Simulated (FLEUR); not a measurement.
Troubleshooting FLEUR: a failed run on TlAu3 (I4/mmm, 4 atoms in the cell). The aim is a self-consistent single point with DFT, LDA (Vosko-Wilk-Nusair), all-electron FLAPW (FLEUR), scalar-relativistic valence.

Cell that was meant: a = 5.4277 Å, b = 5.4277 Å, c = 5.4277 Å, α = 134.69°, β = 134.69°, γ = 66.01°.

Part of the input:

```xml
   <atomSpecies>
      <species name="Thallium (Tl)" element="Tl" atomicNumber="81">
         <mtSphere radius="2.61" gridPoints="899" logIncrement="0.015"/>
         <atomicCutoffs lmax="10" lnonsphr="14"/>
         <electronConfig flipSpins="F">
            <coreConfig>(1s1/2) (2s1/2) (2p1/2) (2p3/2) (3s1/2) (3p1/2) (3p3/2) (4s1/2) (3d3/2) (3d5/2) (4p1/2) (4p3/2) (5s1/2) (4d3/2) (4d5/2) (4f5/2) (4f7/2) (5p1/2) (5p3/2)</coreConfig>
            <valenceConfig>(6s1/2) (5d3/2) (5d5/2) (6p1/2) (6p3/2)</valenceConfig>
[...]
      </species>
      <species name="Gold (Au)" element="Au" atomicNumber="79">
         <mtSphere radius="2.61" gridPoints="899" logIncrement="0.015"/>
         <atomicCutoffs lmax="10" lnonsphr="14"/>
         <electronConfig flipSpins="F">
            <coreConfig>(1s1/2) (2s1/2) (2p1/2) (2p3/2) (3s1/2) (3p1/2) (3p3/2) (4s1/2) (3d3/2) (3d5/2) (4p1/2) (4p3/2) (5s1/2) (4d3/2) (4d5/2) (4f5/2) (4f7/2)</coreConfig>
            <valenceConfig>(5p1/2) (5p3/2) (6s1/2) (5d3/2) (5d5/2)</valenceConfig>
```

Output (repeated stretches shortened):

```
      Welcome to FLEUR        (www.flapw.de)
      MaX-Release 8.1          (www.max-centre.eu)
************FLEUR-Warning*****************
Error message: lnonsph cannot be larger than lmax
Error from PE:0/1
Warnings not ignored. To make the warning nonfatal create a file 'JUDFT_WARN_ONLY' in the working directory or start FLEUR with the -warn_only command line option.
```

### Question
From the messages shown, name the fault and mend the input.

### Answer
The fault is a non-spherical cutoff above the angular cutoff of the basis. The cutoff of the non-spherical Hamiltonian terms refers to basis functions in the spheres, so it cannot exceed their own angular cutoff. To fix it, keep it at or under the basis's cutoff. The program stopped before any SCF iteration.

The sound input it was made from differs as follows (other fixes are possible):
```diff
-         <atomicCutoffs lmax="10" lnonsphr="14"/>
+         <atomicCutoffs lmax="10" lnonsphr="8"/>
-         <atomicCutoffs lmax="10" lnonsphr="14"/>
+         <atomicCutoffs lmax="10" lnonsphr="8"/>
```

With that input, the run converged in 19 iterations: free energy E − TS -2105895.7061 eV; Fermi level (on the code's own zero) 9.22 eV (DFT, LDA (Vosko-Wilk-Nusair), all-electron FLAPW (FLEUR), scalar-relativistic valence).

On the sound input: the starting cell comes from a database of computed structures (which also holds hypothetical and non-ambient phases and stackings), without a prior relaxation at this level. Its lattice was rescaled by a random factor within 2.5 % of one. Values depend on the basis (sphere radii, cutoffs, local orbitals), which need not be converged.
